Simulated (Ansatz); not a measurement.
Levels about the gap of amorphous Ti₂₀O₄₃La₂ (65 atoms in a cell of 842 Å³, 3.79 g/cm³; zone centre alone, so wide bands show as single levels with stretches between that a denser mesh fills), at the geometry that PBE relaxed, where it gives 0.0 GPa on a denser mesh. The participation number counts the atoms over which a state spreads; weights are charges in smoothed Voronoi cells. The levels come from a single point, so bond lengths are those of that geometry. Method of the levels: r2SCAN, scalar-relativistic without spin-orbit coupling (Ansatz, a program for electronic structure). Sampling: the zone centre alone; Fermi-Dirac width 0.02 eV; no spin polarisation.

It comes from a melt-quench run on a machine-learned potential (CHGNet), relaxed afterwards by DFT. O atoms were pushed apart under 1.9 Å during the dynamics, to hinder bonds among them. The hot cell started wider than the set density and was brought back towards it in steps. It is the lowest in DFT energy of 2 quenches. It is a model cell: composition and starting density were chosen by hand, and all elements were melted together. No dispersion term was used. Its density started from a set value of 3.90 and ended at 3.79 g/cm³. The simulated quench (nominally 300 K/ps over its main leg) is rapid and tends to freeze in more defects than a deposited or slowly cooled glass has. Values belong to this one cell and scatter from quench to quench. Volume and shape were free in the relaxation.

```csv
"E - E(highest filled), eV",filling,participation number,largest on,weight O,weight Ti,weight La
-0.30,filled,23.5,"O, 3 neighbours",0.92,0.07,0.01
-0.27,filled,15.1,"O, 2 neighbours",0.93,0.06,0.01
-0.25,filled,22.9,"O, 2 neighbours",0.93,0.07,0.00
-0.24,filled,19.4,"O, 3 neighbours",0.92,0.07,0.00
-0.19,filled,20.7,"O, 3 neighbours",0.93,0.06,0.00
-0.10,filled,11.6,"O, 3 neighbours",0.93,0.07,0.00
0.00,filled,14.1,"O, 3 neighbours",0.94,0.06,0.00
3.12,empty,10.1,"Ti, 6 neighbours",0.18,0.82,0.00
3.18,empty,11.6,"Ti, 6 neighbours",0.19,0.80,0.00
3.24,empty,15.4,"Ti, 6 neighbours",0.20,0.80,0.01
3.30,empty,13.7,"Ti, 5 neighbours",0.20,0.80,0.01
3.31,empty,19.3,"Ti, 6 neighbours",0.19,0.80,0.00
3.35,empty,16.3,"Ti, 6 neighbours",0.20,0.78,0.01
3.47,empty,13.2,"Ti, 6 neighbours",0.19,0.80,0.01
```

Most localised among these is the empty level at +3.12 eV, on a Ti atom, which has 6 neighbours (O 1.87 Å, O 1.99 Å, O 1.99 Å, O 2.03 Å, O 2.03 Å, O 2.05 Å).
